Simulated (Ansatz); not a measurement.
## What isotropic strain +1.50 % does to AlN

The parent structure is AlN in the zinc blende structure (space group F-43m, No. 216; a = 4.370 Å).

Perturbation: an isotropic linear strain of +1.50 %, atoms relaxed at fixed cell.

The values are results of plane-wave PAW DFT at the r2SCAN level (Ansatz, an electronic-structure program, 500 eV), scalar-relativistic without spin-orbit coupling, not measurements. Γ-centred 13×13×13 mesh, Fermi–Dirac width 0.05 eV.

```tsv
quantity	base	changed	shift
volume per atom	10.43 Å³	10.91 Å³	+0.48 Å³
space group	F-43m (No. 216)	F-43m (No. 216)	–
shortest interatomic distance	189.2 pm	192.1 pm	+2.84 pm
energy relative to the base (free energy F)	0 meV/atom	+13 meV/atom	+13 meV/atom
pressure	0.01 GPa	-8.62 GPa	-8.623 GPa
band gap	3.94 eV	3.90 eV	-0.04 eV
gap character	indirect, Γ → X	indirect, Γ → X	–
smallest direct gap	4.84 eV	4.43 eV	-0.41 eV
mean gap deformation potential ΔEg/Δln V	–	-0.9 eV	–
width of the top valence band	2.68 eV	2.59 eV	-0.09 eV
electron mass	0.51 mₑ along k, 0.33 mₑ across (at X)	0.52 mₑ along k, 0.33 mₑ across (at X)	–
hole mass (degenerate bands, along [100])	–	0.31, 1.4, 1.4 mₑ (at Γ)	–
valley order (the lowest conduction-band minima on the path, energy above the VBM, named in the base's zone)	X along ⟨100⟩ 3.94 eV; Γ 4.84 eV	X along ⟨100⟩ 3.90 eV; Γ 4.43 eV	–
```

Masses are band curvatures over ±0.01 Å⁻¹ around the edge. Along k means along the line from Γ to the band edge. Stability against distortions was not tested. This is not the structure that AlN has at room temperature and ambient pressure.
